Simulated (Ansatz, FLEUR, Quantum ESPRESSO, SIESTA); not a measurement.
Ni3Fe (Pm-3m, 4 atoms in the cell) computed with different codes at matched settings

Self-consistent single point.

```xyz
4
Lattice="3.5500 0.0000 0.0000 0.0000 3.5500 0.0000 0.0000 0.0000 3.5500" Properties=species:S:1:pos:R:3 pbc="T T T"
Fe     0.0000     0.0000     0.0000
Ni     0.0000     1.7750     1.7750
Ni     1.7750     0.0000     1.7750
Ni     1.7750     1.7750     0.0000
```
Moments meant for the start (each program seeds them in its own way; μB, in the order of the atoms Fe Ni Ni Ni): 3.0 0.5 0.5 0.5.

Shared settings, as Ansatz (a program for electronic structure) writes them: kpoints.mp_grid.grid = 8 8 8; scf.occupations.method = fermi_dirac; scf.occupations.width = 0.1 eV. Potentials and cutoffs stand in the table.

```
code                                                                                                                                 model  pressure (GPa)  size of the net moment (μB/atom)           cutoff
----------------  ------------------------------------------------------------------------------------------------------------------------  --------------  --------------------------------  ---------------
Ansatz                                                                                                 LDA (PW92), PAW files made with PBE          -17.75                              1.17           420 eV
SIESTA            LDA PW92, numerical atomic orbitals TZP, PseudoDojo LDA standard norm-conserving potentials (rewritten from UPF to PSML)          -20.43                              1.18      grid 400 Ry
FLEUR                                                         LDA (Perdew-Zunger), all-electron FLAPW (FLEUR), scalar-relativistic valence               –                              1.15  Kmax 3.6 1/bohr
Quantum ESPRESSO                                                                            LDA (PZ), PSlibrary PAW (LDA) pseudopotentials          -17.68                              1.16            55 Ry
```

A dash marks a value that a program does not give, or that is left out as unsure.

On Ansatz's run: the magnetic order is the one reached from the typed start; others were not searched systematically.

The spread over the programs that give each value: pressure within 2.75 GPa; size of the net moment within 0.03 μB/atom.

SIESTA uses small atom-centred bases, whose incompleteness enters pressures, forces and empty levels differently from a plane-wave cutoff. FLEUR treats all electrons, but the usual bases taken here (sphere radii, linearisation, local orbitals, empty states) were not tested for convergence, so the values are no reference for the others. Ansatz's pressure is given at a fixed set of plane waves, as the other plane-wave codes print theirs; with its correction for the finite basis it is -17.66 GPa. The same LDA comes in different parametrisations, which differ slightly. In the pressure, SIESTA (by 2.72) lies more than 1 GPa from the median of the plane-wave programs.

The starting cell has typed, rounded lattice constants, without a prior relaxation at this level.

Keys are those of Ansatz 0.2.
